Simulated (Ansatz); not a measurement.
Phonon-limited resistivity of BeNi (Pm-3m) against temperature in μΩ·cm, PBEsol, DFPT electron-phonon coupling, linearised Boltzmann equation (Ansatz, a program for electronic structure), harmonic crystal at a fixed cell.

```json
[
 {"T": "50 K", "ρ": "0.076"},
 {"T": "77 K", "ρ": "0.41"},
 {"T": "100 K", "ρ": "0.89"},
 {"T": "150 K", "ρ": "2.2"},
 {"T": "200 K", "ρ": "(withheld)"},
 {"T": "250 K", "ρ": "5.2"},
 {"T": "273 K", "ρ": "5.9"},
 {"T": "300 K", "ρ": "(withheld)"},
 {"T": "350 K", "ρ": "8.0"},
 {"T": "400 K", "ρ": "9.3"},
 {"T": "500 K", "ρ": "11.8"},
 {"T": "600 K", "ρ": "(withheld)"},
 {"T": "800 K", "ρ": "18.0"}
]
```

Q: Fill in the missing entries.

A: 
- 200 K, ρ: 3.7
- 300 K, ρ: 6.6
- 600 K, ρ: 14.0

A metal at this level (no band gap). Only scattering by harmonic phonons is included (no impurities, grain boundaries, electron-electron scattering or thermal expansion). Spin-orbit coupling is left out. Halving the electron mesh (32x32x32) moves the resistivity by up to 10 %. Smearing 0.20 eV; phonons on a 5x5x5 q mesh, which this run doesn't test and which matters most at low temperature.

Computed structure, not matched to a measured one here, so possibly hypothetical: BeNi (Pm-3m). Treated as nonmagnetic (a ferromagnetic start lost its moment, other orders weren't tried): BeNi (Pm-3m).
